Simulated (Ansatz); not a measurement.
Start from SiGe in the wurtzite structure (space group P6_3mc, No. 186; a = 3.9004 Å, c = 6.4434 Å; a model cell, its experimental status unchecked).

Modification: cell and atoms relaxed at a pressure of 2.1 GPa.

Levels (all Ansatz, a first-principles code, PAW, earlier PAW set): PBEsol (420 eV, no spin-orbit coupling); r2SCAN (500 eV, spin-orbit coupling left out); HSE06 (420 eV, no spin-orbit coupling); PBEsol+SOC (420 eV, noncollinear with spin-orbit coupling).

One geometry, relaxed with PBEsol, under each level:

The valence-band top lists the three highest levels at Γ (Kramers pairs under SOC), from the VBM.

```tsv
level	band gap	lowest conduction level above the VBM at special points	valence-band top at Γ	hole mass	pressure
PBEsol	0.31 eV	M 0.31 eV; Γ 0.48 eV; L 0.62 eV; K 0.87 eV	0.00, 0.00, -0.34 eV	–	2.10 GPa
r2SCAN	0.62 eV	M 0.62 eV; Γ 0.87 eV; L 0.94 eV; K 1.17 eV	–	–	2.51 GPa
HSE06	0.93 eV	M 0.93 eV; Γ 1.19 eV; L 1.27 eV	–	–	–
PBEsol+SOC	0.24 eV	M 0.24 eV; Γ 0.41 eV; L 0.55 eV; K 0.81 eV	0.00, -0.11, -0.43 eV	0.50 mₑ along c, 0.13 mₑ across (at Γ)	2.09 GPa
```

Single points use the geometry relaxed with PBEsol. Their cutoffs differ, which shifts pressures a little. The hybrid gap comes from the SCF mesh plus the semilocal run's edge points and a few special points and is an upper bound. Differences between runs with and without spin-orbit coupling are approximate. Load acts through the strain it causes; cell and atoms are relaxed under it. Masses are band curvatures over ±0.01 Å⁻¹ around the edge. No phonon test of stability was made. A zero or small gap of SiGe under pressure 2.1 GPa can be the functional's error rather than a property of the material.
